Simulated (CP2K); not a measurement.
# Short convergence ladders for HgTe (R3m, 2 atoms in the cell)

```xyz
2
Lattice="4.5451 0.0000 0.0000 2.2725 3.9361 0.0000 2.2725 1.3120 3.7110" Properties=species:S:1:pos:R:3 pbc="T T T"
Hg     0.0408     0.0236     0.0167
Te     2.2725     1.3120     0.9278
```

Base method: CP2K with PBEsol, GPW, DZVP-MOLOPT-SR-GTH basis, GTH-PBE potentials (GTH_POTENTIALS).

Base settings: CUTOFF = 500 Ry; REL_CUTOFF = 50 Ry; SMEAR/METHOD = FERMI_DIRAC; ELECTRONIC_TEMPERATURE = 116.05 K; KPOINTS/SCHEME = MONKHORST-PACK 3 3 3; XC_FUNCTIONAL = PBE:PBESOL; Hg/BASIS_SET = DZVP-MOLOPT-SR-GTH-q12; Hg/POTENTIAL = GTH-PBE-q12; Te/BASIS_SET = DZVP-MOLOPT-SR-GTH-q6; Te/POTENTIAL = GTH-PBE-q6.

**The k-point mesh at a smearing width of 0.02 eV**

In this ladder: ELECTRONIC_TEMPERATURE = 232.09 K. Moved along: GAMMA_CENTERED.

Only quantities that move along the ladder and can be compared are tabulated.

| KPOINTS/SCHEME | free energy less the last step's (meV/atom) | pressure (GPa) | largest difference of a force vector from the last step's (eV/Å) |
|---|---|---|---|
| MONKHORST-PACK 3 3 3 | 183.50 | 5.23 | 0.017 |
| MONKHORST-PACK 4 4 4 | 54.37 | 4.07 | 0.007 |
| MONKHORST-PACK 5 5 5 | 18.89 | 3.70 | 0.003 |
| MONKHORST-PACK 6 6 6 | 7.46 | 3.57 | 0.002 |
| MONKHORST-PACK 7 7 7 | 3.24 | 3.52 | 0.001 |
| MONKHORST-PACK 8 8 8 | 1.51 | 3.49 | 0.000 |
| MONKHORST-PACK 10 10 10 | 0.37 | 3.47 | 0.000 |
| MONKHORST-PACK 12 12 12 | 0.08 | 3.47 | 0.000 |
| MONKHORST-PACK 14 14 14 | 0.00 | 3.47 | 0.000 |

Coarsest KPOINTS/SCHEME that holds the pressure within 0.2 GPa of the last step, with all finer ones: MONKHORST-PACK 6 6 6; the step before is off by 0.23 GPa.

Coarsest KPOINTS/SCHEME that holds the free energy within 2 meV/atom of the last step, with all finer ones: MONKHORST-PACK 8 8 8; the step before is off by 3.2 meV/atom.

Coarsest KPOINTS/SCHEME that holds the forces within 0.01 eV/Å of the last step, with all finer ones: MONKHORST-PACK 4 4 4; the step before is off by 0.017 eV/Å.

**The width of Fermi-Dirac smearing**

In this ladder: KPOINTS/SCHEME = MONKHORST-PACK 5 5 5.

Narrow widths need finer meshes than wide ones, so the last steps can hold mesh noise.

Only quantities that move along the ladder and can be compared are tabulated; pressure and forces are left out, as mesh noise rules them at narrow widths.

```csv
ELECTRONIC_TEMPERATURE,free energy less the last step's (meV/atom),energy extrapolated to zero width less the last step's (meV/atom)
11604.5 K,-495.70,168.94
5802.26 K,-66.85,34.77
2320.9 K,-3.57,1.41
1160.45 K,0.00,0.00
```

Widest ELECTRONIC_TEMPERATURE that holds the free energy within 5 meV/atom: not settled: the last two steps still differ by 3.6 meV/atom, over half the tolerance, so the ladder does not show it.

Widest ELECTRONIC_TEMPERATURE that holds the energy extrapolated to zero width within 2 meV/atom: not settled: the last two steps still differ by 1.4 meV/atom, over half the tolerance, so the ladder does not show it.

**The width of cold smearing**

In this ladder: SMEAR/METHOD = MARZARI_VANDERBILT; ELECTRONIC_TEMPERATURE = default; KPOINTS/SCHEME = MONKHORST-PACK 5 5 5.

Narrow widths need finer meshes than wide ones, so the last steps can hold mesh noise.

Only quantities that move along the ladder and can be compared are tabulated; pressure and forces are left out, as mesh noise rules them at narrow widths.

| SIGMA | free energy less the last step's (meV/atom) |
|---|---|
| 0.5 eV | 7.98 |
| 0.3 eV | 1.51 |
| 0.2 eV | -0.29 |
| 0.1 eV | -0.12 |
| 0.05 eV | 0.00 |

Widest SIGMA that holds the free energy within 2 meV/atom of the last step, with all finer ones: 0.3 eV; the step before is off by 8.0 meV/atom.

On the base run: the starting cell has typed, rounded lattice constants, without a prior relaxation at this level. Its lattice was rescaled by up to half a per cent. One atom was moved a little off its site on purpose. Values carry the incompleteness of an atom-centred basis. The potentials were made for another functional than the one used. In the base run, with a pressure of about 5 GPa the cell is away from its equilibrium volume at this level. The run gives no clean gap (levels at the Fermi energy touch, overlap or are partly filled at this smearing), which alone does not show that the compound is a metal. Without a gap this mesh is coarse (it stands for a supercell whose shortest vector is 14 Å).

Left out of this page: 3 runs of the series outside the window shown, repeating another row's setting, or not comparable; 1 run of the series unsound by tests on forces, stress, charge or solver warnings.
